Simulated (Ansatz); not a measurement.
Cubic perovskite KNiF3, treated with PBEsol (PAW; Ansatz, a quantum-chemistry and plane-wave program).

Settings: plane-wave cutoff 520 eV, 8×8×8 k mesh, Fermi–Dirac smearing 0.01 eV, spin-polarised with parallel moments, scalar-relativistic PAW data made under PBE.

Computed points:

| V (Å³/atom) | E − E_lowest (meV/atom) | P (GPa) |
|---|---|---|
| 12.044 | 13.80 | 6.11 |
| 12.300 | 5.89 | 3.83 |
| 12.556 | 1.41 | 1.80 |
| 12.812 | 0.00 | 0.00 |
| 13.069 | 1.32 | -1.61 |
| 13.325 | 5.07 | -3.05 |
| 13.581 | 10.99 | -4.33 |

**Question.** Estimate the bulk modulus from the pressures at 12.556 and 13.069 Å³/atom, and compare it with a fit to all energies.

**Answer.** B = −V dP/dV. Between V = 12.556 and 13.069 Å³/atom, dP/dV = (-1.61 − (1.80))/(13.069 − 12.556) = -6.65 GPa per Å³/atom; at the midpoint 12.812 Å³/atom this gives B ≈ 85.2 GPa. The third-order Birch–Murnaghan fit gives V0 = 12.812 Å³/atom, B0 = 85.3 GPa, B′ = 4.7, which lies within 1 % of that estimate.

Note: the magnetic order was assumed, not searched for or taken from measurement; without U or exact exchange, gaps and moments of open d shells tend to come out too small.

The result took about 4 core-minutes (a rough figure).
